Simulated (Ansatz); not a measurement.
Consider a periodic stack without vacuum, fcc Al (1 1 0) on tetragonal BaTiO3 (1 1 0) (film strained to the substrate, started from cuts of the bulks and a machine-learned relaxation; slabs Ba4Ti4O14 and Al16, which can lie off the formulas): substrate slab Ba4Ti4O14, film Al16, surface cells [[0, 1], [-1, 0]] and [[0, 2], [-1, 0]], film strained by -1.4 and +4.0 %, outermost planes O/O and Al/Al as cut, which need not be the usual terminations and can put a slab off its formula. Its start:

```yaml
crystal:
  lattice:
    - [5.63666, 0.00000, 0.00907]
    - [0.00000, 4.20232, -0.15221]
    - [-1.36817, -0.55300, 24.26280]
  atoms:
    - { symbol: Ba, position: [0.23354, 0.93721, 0.08430] }
    - { symbol: Ti, position: [0.73565, 0.46343, 0.09107] }
    - { symbol: O, position: [0.73755, 0.89337, 0.09001] }
    - { symbol: O, position: [0.97956, 0.38771, 0.02361] }
    - { symbol: O, position: [0.49239, 0.38323, 0.02374] }
    - { symbol: Ba, position: [0.76004, 0.98523, 0.20453] }
    - { symbol: Ti, position: [0.25952, 0.50027, 0.20369] }
    - { symbol: O, position: [0.25996, 0.93732, 0.20411] }
    - { symbol: O, position: [0.49325, 0.43646, 0.14479] }
    - { symbol: O, position: [0.00144, 0.43394, 0.14525] }
    - { symbol: Ba, position: [0.28733, 0.02581, 0.32051] }
    - { symbol: Ti, position: [0.78713, 0.54165, 0.32133] }
    - { symbol: O, position: [0.78772, 0.97812, 0.32098] }
    - { symbol: O, position: [0.02427, 0.47928, 0.26267] }
    - { symbol: O, position: [0.52461, 0.47903, 0.26260] }
    - { symbol: Ba, position: [0.81586, 0.06411, 0.44144] }
    - { symbol: Ti, position: [0.31491, 0.58463, 0.43389] }
    - { symbol: O, position: [0.31743, 0.01571, 0.43506] }
    - { symbol: O, position: [0.55575, 0.51726, 0.38026] }
    - { symbol: O, position: [0.04802, 0.51782, 0.38052] }
    - { symbol: O, position: [0.09066, 0.56276, 0.50187] }
    - { symbol: O, position: [0.57899, 0.56110, 0.50212] }
    - { symbol: Al, position: [0.51186, 0.14916, 0.62205] }
    - { symbol: Al, position: [0.00866, 0.16241, 0.62155] }
    - { symbol: Al, position: [0.84641, 0.58801, 0.55218] }
    - { symbol: Al, position: [0.34626, 0.57619, 0.55425] }
    - { symbol: Al, position: [0.04822, 0.23025, 0.73720] }
    - { symbol: Al, position: [0.54646, 0.23785, 0.73730] }
    - { symbol: Al, position: [0.27952, 0.68795, 0.67577] }
    - { symbol: Al, position: [0.78016, 0.68798, 0.67562] }
    - { symbol: Al, position: [0.56211, 0.30508, 0.85274] }
    - { symbol: Al, position: [0.06366, 0.31484, 0.85334] }
    - { symbol: Al, position: [0.80641, 0.77337, 0.79202] }
    - { symbol: Al, position: [0.30776, 0.76827, 0.79298] }
    - { symbol: Al, position: [0.22449, 0.37998, 0.97404] }
    - { symbol: Al, position: [0.72356, 0.35120, 0.97146] }
    - { symbol: Al, position: [0.30254, 0.85036, 0.90984] }
    - { symbol: Al, position: [0.80374, 0.82747, 0.90785] }
```

The start was prepared with a machine-learned potential, and the result is one local minimum, with the in-plane cell held and forces under 0.04 eV/Å; the film can end far from its bulk form.

Calculation: PBE (plane waves to 420 eV, PAW; Ansatz, an electronic-structure program). Spin–orbit coupling is left out; the runs are not spin-polarised; PBE gaps are too small against experiment. Its k-point mesh 6×7×1, Fermi–Dirac width 0.05 eV.

Predict the relaxed interface.


| Quantity | Result |
|---|---|
| interface area | 23.7 Å² |
| period | 24.23 Å |
| heights between the nearest atoms of the two slabs at the two interfaces | 1.16 and 1.16 Å |
| Al–O contacts across the interfaces within 1.22 times the sum of covalent radii | 8, mean 1.85 Å |
| Al–Ba contacts across the interfaces within 1.22 times the sum of covalent radii | 4, mean 3.43 Å |
| Al–Ti contacts across the interfaces within 1.22 times the sum of covalent radii | 2, mean 2.95 Å |
